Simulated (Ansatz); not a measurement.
Defect migration in wurtzite ZnO: interstitial Mg, charge state +2. Level of theory: PBE, PAW (plane waves to 420 eV; Ansatz, a quantum-chemistry and plane-wave program).

Cell of 72 host sites held at the relaxed PBE lattice; one k-point at (0.125, 0.250, 0.250); Fermi-Dirac width 0.01 eV, spin-restricted; finite-size errors left in. Static, classical nuclei. The charge state is imposed; whether it is stable for some Fermi level was not computed. Sites that were not tried may lie lower.

Barriers: single points on a 2×2×2 k-point mesh shifted by half a step along c at the bands' geometries.

Relaxed starting cell (atoms counted from 1):

```yaml
crystal:
  lattice:
    - [9.83847, 0.00000, 0.00000]
    - [-4.91923, 8.52036, 0.00000]
    - [0.00000, 0.00000, 10.58758]
  atoms:
    - { symbol: Zn, position: [0.23724, 0.11807, 0.26270] }
    - { symbol: Zn, position: [0.22209, 0.11111, 0.75186] }
    - { symbol: Zn, position: [0.22082, 0.44115, 0.24706] }
    - { symbol: Zn, position: [0.22550, 0.45061, 0.73858] }
    - { symbol: Zn, position: [0.22078, 0.77914, 0.24706] }
    - { symbol: Zn, position: [0.22568, 0.77430, 0.73832] }
    - { symbol: Zn, position: [0.55603, 0.11171, 0.25107] }
    - { symbol: Zn, position: [0.55512, 0.10983, 0.74985] }
    - { symbol: Zn, position: [0.55608, 0.44401, 0.25127] }
    - { symbol: Zn, position: [0.55509, 0.44490, 0.74992] }
    - { symbol: Zn, position: [0.55892, 0.77926, 0.24698] }
    - { symbol: Zn, position: [0.54921, 0.77440, 0.73853] }
    - { symbol: Zn, position: [0.88148, 0.11843, 0.26251] }
    - { symbol: Zn, position: [0.88911, 0.11106, 0.75162] }
    - { symbol: Zn, position: [0.88824, 0.44405, 0.25116] }
    - { symbol: Zn, position: [0.89011, 0.44487, 0.74987] }
    - { symbol: Zn, position: [0.88181, 0.76293, 0.26284] }
    - { symbol: Zn, position: [0.88901, 0.77800, 0.75167] }
    - { symbol: Zn, position: [0.11158, 0.22413, 0.50443] }
    - { symbol: Zn, position: [0.12616, 0.25423, 0.98030] }
    - { symbol: Zn, position: [0.11028, 0.55586, 0.49294] }
    - { symbol: Zn, position: [0.10771, 0.55451, 0.00080] }
    - { symbol: Zn, position: [0.11163, 0.88898, 0.50481] }
    - { symbol: Zn, position: [0.12660, 0.87363, 0.97885] }
    - { symbol: Zn, position: [0.44711, 0.22432, 0.50497] }
    - { symbol: Zn, position: [0.44321, 0.22237, 0.00030] }
    - { symbol: Zn, position: [0.44470, 0.55594, 0.49301] }
    - { symbol: Zn, position: [0.44594, 0.55454, 0.00086] }
    - { symbol: Zn, position: [0.44488, 0.89048, 0.49285] }
    - { symbol: Zn, position: [0.44597, 0.89277, 0.00075] }
    - { symbol: Zn, position: [0.77631, 0.22440, 0.50478] }
    - { symbol: Zn, position: [0.77784, 0.22263, 0.00033] }
    - { symbol: Zn, position: [0.77621, 0.55336, 0.50505] }
    - { symbol: Zn, position: [0.77792, 0.55698, 0.00025] }
    - { symbol: Zn, position: [0.77652, 0.88910, 0.50455] }
    - { symbol: Zn, position: [0.74644, 0.87438, 0.97971] }
    - { symbol: O, position: [0.22260, 0.11186, 0.44587] }
    - { symbol: O, position: [0.20897, 0.10500, 0.94946] }
    - { symbol: O, position: [0.22062, 0.44189, 0.43513] }
    - { symbol: O, position: [0.23122, 0.46285, 0.92946] }
    - { symbol: O, position: [0.22061, 0.78000, 0.43514] }
    - { symbol: O, position: [0.23097, 0.76921, 0.92929] }
    - { symbol: O, position: [0.55662, 0.11406, 0.43927] }
    - { symbol: O, position: [0.55552, 0.11210, 0.93978] }
    - { symbol: O, position: [0.55660, 0.44393, 0.43950] }
    - { symbol: O, position: [0.55557, 0.44462, 0.93996] }
    - { symbol: O, position: [0.55872, 0.77997, 0.43505] }
    - { symbol: O, position: [0.53770, 0.76914, 0.92945] }
    - { symbol: O, position: [0.88861, 0.11195, 0.44576] }
    - { symbol: O, position: [0.89490, 0.10550, 0.94899] }
    - { symbol: O, position: [0.88659, 0.44401, 0.43938] }
    - { symbol: O, position: [0.88832, 0.44483, 0.93985] }
    - { symbol: O, position: [0.88862, 0.77784, 0.44598] }
    - { symbol: O, position: [0.89533, 0.79137, 0.94950] }
    - { symbol: O, position: [0.10493, 0.21006, 0.18179] }
    - { symbol: O, position: [0.11144, 0.22270, 0.69463] }
    - { symbol: O, position: [0.11094, 0.55542, 0.18856] }
    - { symbol: O, position: [0.10850, 0.55405, 0.68211] }
    - { symbol: O, position: [0.10518, 0.89510, 0.18192] }
    - { symbol: O, position: [0.11150, 0.88863, 0.69516] }
    - { symbol: O, position: [0.44632, 0.22328, 0.18881] }
    - { symbol: O, position: [0.44302, 0.22148, 0.69411] }
    - { symbol: O, position: [0.44471, 0.55550, 0.18861] }
    - { symbol: O, position: [0.44580, 0.55419, 0.68220] }
    - { symbol: O, position: [0.44466, 0.88913, 0.18855] }
    - { symbol: O, position: [0.44600, 0.89158, 0.68201] }
    - { symbol: O, position: [0.77694, 0.22330, 0.18879] }
    - { symbol: O, position: [0.77854, 0.22156, 0.69385] }
    - { symbol: O, position: [0.77693, 0.55392, 0.18878] }
    - { symbol: O, position: [0.77860, 0.55708, 0.69422] }
    - { symbol: O, position: [0.79029, 0.89548, 0.18189] }
    - { symbol: O, position: [0.77735, 0.88868, 0.69482] }
    - { symbol: Mg, position: [0.00025, 0.99985, 0.09135] }
```
Cell charge +2.

End state 1 differs by these moves (Å; atoms that move under 0.08 Å are left out):

| atom | element | Δx | Δy | Δz |
|---|---|---|---|---|
| 1 | Zn | -0.15 | -0.01 | -0.12 |
| 3 | Zn | 0.08 | 0.19 | -0.11 |
| 4 | Zn | -0.01 | -0.01 | 0.12 |
| 6 | Zn | -0.06 | 0.06 | 0.12 |
| 13 | Zn | 0.11 | 1.44 | 0.82 |
| 15 | Zn | -0.09 | 0.16 | -0.15 |
| 17 | Zn | -0.02 | 0.16 | -0.15 |
| 18 | Zn | 0.02 | -0.02 | -0.12 |
| 19 | Zn | 0.12 | -0.09 | 0.17 |
| 20 | Zn | 0.10 | -0.17 | 0.09 |
| 21 | Zn | 0.01 | 0.07 | 0.10 |
| 22 | Zn | 0.03 | 0.08 | -0.03 |
| 24 | Zn | -0.23 | 0.14 | 0.22 |
| 28 | Zn | 0.01 | 0.03 | -0.08 |
| 31 | Zn | -0.09 | -0.09 | 0.17 |
| 32 | Zn | -0.09 | 0.09 | -0.12 |
| 33 | Zn | 0.02 | -0.01 | -0.12 |
| 36 | Zn | 0.24 | -0.11 | 0.02 |
| 38 | O | 0.11 | 0.07 | -0.08 |
| 39 | O | -0.09 | -0.07 | -0.03 |
| 40 | O | -0.01 | -0.09 | 0.10 |
| 42 | O | -0.13 | 0.12 | 0.10 |
| 48 | O | 0.07 | 0.06 | 0.00 |
| 49 | O | 0.01 | 0.05 | 0.16 |
| 50 | O | -0.09 | 0.02 | 0.11 |
| 51 | O | 0.12 | -0.10 | -0.08 |
| 53 | O | 0.00 | -0.02 | -0.09 |
| 54 | O | 0.07 | -0.13 | -0.21 |
| 55 | O | -0.11 | 0.16 | 0.13 |
| 56 | O | 0.00 | -0.01 | 0.11 |
| 58 | O | 0.01 | 0.03 | 0.07 |
| 59 | O | 0.06 | 0.00 | 0.07 |
| 60 | O | 0.00 | 0.02 | -0.10 |
| 63 | O | 0.05 | 0.04 | -0.06 |
| 67 | O | 0.12 | 0.05 | 0.05 |
| 68 | O | -0.02 | 0.00 | 0.12 |
| 69 | O | -0.06 | 0.06 | -0.06 |
| 70 | O | 0.01 | -0.04 | -0.13 |
| 71 | O | -0.09 | -0.21 | -0.08 |
| 73 | Mg | -1.65 | 0.78 | 0.66 |

### Question
What is the computed forward and backward barriers to end state 1 (PBE, PAW)?

### Answer
forward 0.64 eV, backward 0.50 eV; at the saddle point atom 73 has neighbours O at 1.90, O at 1.91, O at 1.95 Å. The program found a first-order saddle point.

End state 2 differs by these moves (Å; atoms that move under 0.15 Å are left out):

```csv
atom,element,Δx,Δy,Δz
1,Zn,0.12,0.07,-0.35
4,Zn,0.00,-0.03,0.17
6,Zn,-0.03,0.02,0.17
12,Zn,0.03,0.01,0.17
13,Zn,-0.12,0.07,-0.36
17,Zn,0.00,-0.14,-0.36
20,Zn,0.01,-0.27,0.22
24,Zn,-0.23,0.13,0.23
36,Zn,0.23,0.12,0.23
37,O,-0.09,-0.06,-0.16
40,O,0.00,-0.17,0.15
42,O,-0.14,0.08,0.15
48,O,0.14,0.08,0.15
49,O,0.09,-0.06,-0.15
53,O,0.00,0.11,-0.16
55,O,0.00,-0.01,0.18
59,O,0.00,0.00,0.17
61,O,0.12,0.07,-0.11
67,O,-0.12,0.06,-0.11
69,O,0.00,-0.14,-0.11
71,O,0.01,0.00,0.18
73,Mg,-0.01,0.00,2.64
```

### Question
What forward and backward barriers to end state 2 does PBE, PAW give?

### Answer
forward 1.16 eV, backward 1.16 eV; at the saddle point atom 73 has neighbours 3 O at 1.91 Å. The program found a first-order saddle point.
